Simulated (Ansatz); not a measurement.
Cost and result by functional for the adsorption energy of H on the 1x1 (100) surface of fcc Pt (the real clean face reconstructs), one in a 2x2 cell, started at the site 'bridge Pt-Pt (span 2.8 Å)', in Ansatz (plane waves, PAW). Single points on the PBE structure, on one kind of machine; costs are rough ratios of the slab run's core time (references not counted) to the cheapest single point. r2SCAN's cost holds its higher cutoff (500 against 420 eV). Differences are taken against r2SCAN for comparison alone: no measured value is at hand, so the table doesn't rank accuracy.

Set-up: 17 atoms, 5.8 Å thick at the start under the adsorbate (thin: gaps and levels are the slab's own); mesh 5x5x1; 0.1 eV smearing; dipole correction on; 8 atoms held, the rest relaxed; held to the start's symmetry, so lower structures may exist; no spin, no spin-orbit, no U, no dispersion correction. At the end it is bonded to 2 Pt. In PBE it is, or lies within 0.03 eV of, the lowest of the starts that converged. These notes are the PBE run's. Adsorption energies are against ½ H2(g). A negative adsorption energy means that the adsorbate is more stable on the surface than in its reference.

| functional | relative cost | adsorption energy (eV) | less r2SCAN (eV) |
|---|---|---|---|
| RPBE | 1 | -0.46 | 0.23 |
| r2SCAN | 2 | -0.69 | 0.00 |
| PBE (the relaxed run's value) | – | -0.61 | 0.08 |

The values span 0.23 eV, while the single points' costs differ by a factor of roughly 2. Differences are of unrounded values.

Ansatz is a quantum-chemistry and plane-wave program.
